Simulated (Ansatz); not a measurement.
**A computed series for HfB2: response to strain**

The reference is HfB2 (space group P6/mmm, No. 191; a = 3.128 Å, c = 3.446 Å; relaxed with 0.1 eV smearing). Axes: x lies along a and z along c of the hexagonal cell.

Strains are applied to the cell and any free atomic positions relax.

Level of theory: PBEsol (Ansatz, a first-principles code), spin-orbit coupling left out.

Notes on the quantities. energy relative to the base: free energy F.

| uniaxial strain ε_zz (%) | energy relative to the base (meV/atom) |
|---|---|
| -3 | 13.5 |
| -2.5 | 9.3 |
| -2 | 5.9 |
| -1.5 | 3.3 |
| -1 | 1.4 |
| -0.5 | ? |
| 0 | 0.0 |

Question: Fit ΔE = Aε² + Bε³ (ε in %) to the rows shown and predict the withheld row.

Answer: Least squares on the printed values gives A = 1.42 and B = -0.027 meV/atom (largest residual 0.0 meV/atom); this predicts 0.4 meV/atom, and the run gives 0.4 meV/atom, in agreement.

Stability against distortions was not tested. The final runs are not spin-polarised.
